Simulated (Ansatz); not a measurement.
Base system: BaTiO3 in the cubic perovskite structure (space group Pm-3m, No. 221; a = 4.019 Å).

Computed with PBE (Ansatz, a first-principles code, PAW, spin-orbit coupling left out).

One change was made to it. Results:

The gap character stays indirect, R → Γ; the smallest direct gap increases by 0.03 eV, from 1.90 eV to 1.93 eV; the band gap increases by 0.061 eV, from 1.78 eV to 1.85 eV; the lattice parameter a shrinks by 0.038 Å, from 4.019 Å to 3.981 Å.

Q: What was done to the base?
(A) pressure 5 GPa
(B) pressure −1 GPa
(C) pressure −2 GPa
(D) pressure 0.7 GPa

A: A, pressure 5 GPa. For comparison, the band gap in the other runs: pressure 0.7 GPa gives 1.79 eV; pressure −1 GPa gives 1.77 eV; pressure −2 GPa gives 1.76 eV.

Load acts through the strain it causes; cell and atoms are relaxed under it. Whether these cells are dynamically stable was not tested. Competing high-pressure phases were not computed. The final runs are not spin-polarised. Many cubic perovskites are stable only at high temperature; tilts and polar distortions were not tested. This is not the structure that BaTiO3 has at room temperature and ambient pressure.
